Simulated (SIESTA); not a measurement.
**SIESTA run on ScSi2Cu2 (I4/mmm, 5 atoms in the cell): self-consistent single point**

Level of theory: LDA PW92, numerical atomic orbitals DZP, PseudoDojo LDA standard norm-conserving potentials (rewritten from UPF to PSML) (SIESTA).

Input:

```
# files in the folder: Sc.psml Si.psml Cu.psml (PseudoDojo LDA standard)
SystemName  Sc(CuSi)2
SystemLabel Sc(CuSi)2

NumberOfAtoms                5
NumberOfSpecies              3
%block ChemicalSpeciesLabel
  1 21 Sc
  2 14 Si
  3 29 Cu
%endblock ChemicalSpeciesLabel
LatticeConstant              1.0 Ang
%block LatticeVectors
    -1.902841000    1.902841000    5.013802000
     1.902841000   -1.902841000    5.013802000
     1.902841000    1.902841000   -5.013802000
%endblock LatticeVectors
AtomicCoordinatesFormat      ScaledCartesian
%block AtomicCoordinatesAndAtomicSpecies
     0.000000000    0.000000000    0.000000000  1
     0.000000000   -0.000000000    6.152235882  2
     0.000000000   -0.000000000    3.875368118  2
     1.902841000    0.000000000    2.506901000  3
     0.000000000    1.902841000    2.506901000  3
%endblock AtomicCoordinatesAndAtomicSpecies

XC.functional                LDA
XC.authors                   PW92
PAO.BasisSize                DZP
PAO.EnergyShift              0.01 Ry
MeshCutoff                   350 Ry
%block kgrid.MonkhorstPack
    9   0   0  0.0
    0   9   0  0.0
    0   0   9  0.0
%endblock kgrid.MonkhorstPack
OccupationFunction           FD
ElectronicTemperature        0.136 eV

MaxSCFIterations             150
SCF.Mixer.Method             Pulay
SCF.Mixer.Weight             0.1
SCF.Mixer.History            6
SCF.DM.Tolerance             1.0E-05
Diag.ParallelOverK           true
WriteForces                  true
```

The program printed (abridged):

```
reinit: Reading from file input.fdf

reinit: System Name: Sc(CuSi)2
reinit: System Label: Sc(CuSi)2

coor:   Atomic-coordinates input format  =     Cartesian coordinates
coor:                                          (in units of alat)

siesta: Atomic coordinates (Bohr) and species
siesta:      0.00000   0.00000   0.00000  1        1
siesta:      0.00000  -0.00000  11.62604  2        2
siesta:      0.00000  -0.00000   7.32338  2        3
siesta:      3.59585   0.00000   4.73736  3        4
siesta:      0.00000   3.59585   4.73736  3        5

siesta: System type = bulk

initatomlists: Number of atoms, orbitals, and projectors:      5    83    90

siesta: ******************** Simulation parameters ****************************
redata: Spin configuration                          = none
redata: Time-Reversal Symmetry                      = T
redata: Number of Atomic Species                    =        3
redata: Mesh Cutoff                                 =   350.0000 Ry
redata: Net charge of the system                    =     0.0000 |e|
redata: Min. number of SCF Iter                     =        0
redata: Max. number of SCF Iter                     =      150
redata: SCF convergence failure will abort job
redata: SCF mix quantity                            = Hamiltonian
redata: Mix DM or H after convergence               =   F
redata: Recompute H after scf cycle                 =   F
redata: Mix DM in first SCF step                    =   T
redata: No kicks to SCF
redata: DM Mixing Weight for Kicks                  =     0.5000
redata: Require Harris convergence for SCF          =   F
redata: Harris energy tolerance for SCF             =     0.000100 eV
redata: Require DM convergence for SCF              =   T
redata: DM tolerance for SCF                        =     0.000010
redata: Require EDM convergence for SCF             =   F
redata: EDM tolerance for SCF                       =     0.001000 eV
redata: Require H convergence for SCF               =   T
redata: Hamiltonian tolerance for SCF               =     0.001000 eV
redata: Require (free) Energy convergence for SCF   =   F
redata: (free) Energy tolerance for SCF             =     0.000100 eV
redata: Using DFT-D3 dispersion                     =   F
redata: Using Saved Data (generic)                  =   F
redata: Method of Calculation                       = Diagonalization
redata: Electronic Temperature                      =  1578.2145 K
redata: Number of TDED substeps                     =        3
redata: Dynamics option                             = Single-point calculation
redata: Save all siesta data in one NC              =   F
redata: ***********************************************************************

%block SCF.Mixers
  Pulay
%endblock SCF.Mixers

%block SCF.Mixer.Pulay
  # Mixing method
  method pulay
  variant stable

  # Mixing options
  weight 0.1000
  weight.linear 0.1000
  history 6
%endblock SCF.Mixer.Pulay

DM_history_depth set to one: no extrapolation allowed by default for geometry relaxation
Size of DM history Fstack: 1
Total number of electrons:    57.000000
Total ionic charge:    57.000000

* ProcessorY, Blocksize:    1  64

* Orbital distribution balance (max,min):    83    83

 Kpoints in:          405 . Kpoints trimmed:          365

siesta: k-grid: Number of k-points = 365
siesta: k-points from Monkhorst-Pack grid
siesta: k-cutoff (effective) =    17.126 Ang
siesta: k-point supercell and displacements
siesta: k-grid:     9     0     0      0.000
siesta: k-grid:     0     9     0      0.000
siesta: k-grid:     0     0     9      0.000

diag: Algorithm                                     = D&C
diag: Parallel over k                               =   F
diag: Use parallel 2D distribution                  =   F
diag: Parallel block-size                           = 64
diag: Parallel distribution                         =     1 x     1
diag: Used triangular part                          = Lower
diag: Absolute tolerance                            =  0.100E-15
diag: Orthogonalization factor                      =  0.100E-05
diag: Memory factor                                 =  1.0000

superc: Internal auxiliary supercell:     7 x     7 x     7  =     343
superc: Number of atoms, orbitals, and projectors:   1715  28469  30870

                        Single-point calculation

superc: Internal auxiliary supercell:     7 x     7 x     7  =     343
superc: Number of atoms, orbitals, and projectors:   1715  28469  30870

outcell: Unit cell vectors (Ang):
       -1.902841    1.902841    5.013802
        1.902841   -1.902841    5.013802
        1.902841    1.902841   -5.013802

outcell: Cell vector modules (Ang)   :    5.690327    5.690327    5.690327
outcell: Cell angles (23,13,12) (deg):    140.9280    140.9280     56.4470
outcell: Cell volume (Ang**3)        :     72.6160
new_DM -- step:     1
Initializing Density Matrix...

Attempting to read DM from file... Failed...
DM filled with atomic data:

InitMesh: MESH = 54 x 54 x 40 = 116640
InitMesh: Mesh cutoff (required, used) =   350.000   395.398 Ry

stepf: Fermi-Dirac step function

        iscf     Eharris(eV)        E_KS(eV)     FreeEng(eV)     dDmax    Ef(eV) dHmax(eV)
   scf:    1    -9338.551567   -11036.329889   -11036.712720  2.490977  0.286790133.756519
   scf:    2   -11688.853951   -11838.687470   -11838.741782  2.648261 -3.399223 23.247221
   scf:    3   -11854.875851   -11847.341624   -11847.393219  0.134402 -3.258952 18.398411
   scf:    4   -11466.497703   -11741.447843   -11741.886924  0.804394 -4.026747 42.540993
   scf:    5   -11874.398012   -11858.062934   -11858.136910  0.656271 -3.489597  2.945562
   scf:    6   -11844.922310   -11853.990738   -11854.052563  0.138270 -3.572983  9.117442
   [... 7 lines left out ...]
   scf:   14   -11858.440052   -11858.439854   -11858.516790  0.000537 -3.751737  0.000799
   scf:   15   -11858.439851   -11858.439853   -11858.516790  0.000012 -3.751761  0.000620
   scf:   16   -11858.439855   -11858.439854   -11858.516790  0.000072 -3.751803  0.000148
   scf:   17   -11858.439856   -11858.439855   -11858.516790  0.000029 -3.751885  0.000486
   scf:   18   -11858.439852   -11858.439853   -11858.516790  0.000005 -3.751905  0.000007

SCF Convergence by DM+H criterion
max |DM_out - DM_in|         :     0.0000053343
max |H_out - H_in|      (eV) :     0.0000068883
SCF cycle converged after 18 iterations

Using DM_out to compute the final energy and forces

siesta: E_KS(eV) =           -11858.4399

siesta: E_KS - E_eggbox =    -11858.4399

siesta: Atomic forces (eV/Ang):
     1    0.000000   -0.000000    0.000000
     2    0.000303    0.000303    0.129257
     3   -0.000303   -0.000303   -0.129257
     4   -0.000076    0.000076    0.000000
     5    0.000076   -0.000076   -0.000000
   Tot   -0.000000   -0.000000   -0.000000
   Max    0.129257
   Res    0.047198    sqrt( Sum f_i^2 / 3N )
   Max    0.129257    constrained

Stress tensor Voigt[x,y,z,yz,xz,xy] (kbar):       64.85       64.85       74.44        0.02        0.02       -0.18
(Free)E + p*V (eV/cell)   -11861.6008
Target enthalpy (eV/cell)   -11858.5168

siesta: Program's energy decomposition (eV):
siesta: Ebs     =     -1931.569567
siesta: Eions   =     15102.908058
siesta: Ena     =      1132.352280
siesta: Ekin    =      5277.002768
siesta: Enl     =     -1723.780884
siesta: Eso     =         0.000000
siesta: Edftu   =         0.000000
siesta: DEna    =       109.264953
siesta: DUscf   =         6.979955
siesta: DUext   =         0.000000
siesta: Ex      =     -1432.999973
siesta: Ec      =      -124.350894
siesta: Exc     =     -1557.350867
siesta: Eharris =    -11858.439852
siesta: Etot    =    -11858.439853
siesta: FreeEng =    -11858.516790

siesta: Atomic forces (eV/Ang):
siesta:      1    0.000000   -0.000000    0.000000
siesta:      2    0.000303    0.000303    0.129257
siesta:      3   -0.000303   -0.000303   -0.129257
siesta:      4   -0.000076    0.000076    0.000000
siesta:      5    0.000076   -0.000076   -0.000000
siesta: ----------------------------------------
siesta:    Tot   -0.000000   -0.000000   -0.000000

siesta: Stress tensor (static) (eV/Ang**3):
siesta:     0.040475   -0.000114    0.000015
siesta:    -0.000114    0.040475    0.000015
siesta:     0.000015    0.000015    0.046461

siesta: Cell volume =         72.615975 Ang**3

siesta: Pressure (static):
siesta:                Solid            Molecule  Units
siesta:          -0.00046256         -0.00047726  Ry/Bohr**3
siesta:          -0.04247017         -0.04381978  eV/Ang**3
siesta:         -68.04471142        -70.20703438  kBar
```

The run converged in 18 iterations.

The starting cell comes from a database of computed structures (which also holds hypothetical and non-ambient phases and stackings), without a prior relaxation at this level. Its lattice was rescaled by a random factor within 2.5 % of one. Spin polarisation is off. Values carry the incompleteness of an atom-centred basis. With a pressure of about -7 GPa the cell is away from its equilibrium volume at this level.

Cost on one core of a shared machine: roughly 80 s.
